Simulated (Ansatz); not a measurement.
Band structure of KTlSe2 (I4/mcm, 8 atoms in the cell).

```yaml
crystal:
  lattice:
    - [-4.06792, 4.06792, 3.56623]
    - [4.06792, -4.06792, 3.56623]
    - [4.06792, 4.06792, -3.56623]
  atoms:
    - { symbol: K, position: [0.25000, 0.25000, 0.00000] }
    - { symbol: K, position: [0.75000, 0.75000, 0.00000] }
    - { symbol: Tl, position: [0.75000, 0.25000, 0.50000] }
    - { symbol: Tl, position: [0.25000, 0.75000, 0.50000] }
    - { symbol: Se, position: [0.67640, 0.17640, 0.85280] }
    - { symbol: Se, position: [0.32360, 0.82360, 0.14720] }
    - { symbol: Se, position: [0.17640, 0.32360, 0.50000] }
    - { symbol: Se, position: [0.82360, 0.67640, 0.50000] }
```

Level of theory: LDA (PW92), PAW files made with PBE (plane waves; Ansatz, a program for electronic structure).

Settings: basis.ecutwfc = 420 eV; kpoints.mp_grid.grid = 3 3 3; hamiltonian.xc = lda; hamiltonian.pseudopotentials = {kind: paw} (the program's default PAW files); scf.occupations.method = fixed; kpoints.band_path.npoints = 8.

The starting cell comes from a database of computed structures (which also holds hypothetical and non-ambient phases and stackings), without a prior relaxation at this level. Spin-orbit coupling is off.

Task: Predict the gap along the standard path and the places of the band edges.

Result: The gap along the path is 0.97 eV, from a point between Γ and X to Γ; the smallest direct gap on it is 1.05 eV. Another conduction valley lies within 0.1 eV, so the order of the valleys is not sure.

Levels in eV from the top of the valence band on the path, bands 51 to 58:
```tsv
point	51	52	53	54	55	56	57	58
Γ	-0.45	-0.26	-0.08	-0.08	0.97	2.26	4.08	4.66
X	-0.93	-0.84	-0.83	-0.13	1.69	1.87	3.49	4.83
M	-1.17	-0.69	-0.69	-0.29	0.99	2.59	3.62	3.62
Z	-0.92	-0.67	-0.67	-0.29	1.12	2.33	3.62	3.62
P	-0.83	-0.83	-0.69	-0.69	1.70	1.70	3.65	3.65
N	-0.98	-0.98	-0.55	-0.55	1.61	1.61	4.00	4.00
Z1	-0.92	-0.67	-0.67	-0.29	1.12	2.33	3.62	3.62
```

Keys are those of Ansatz 0.2.
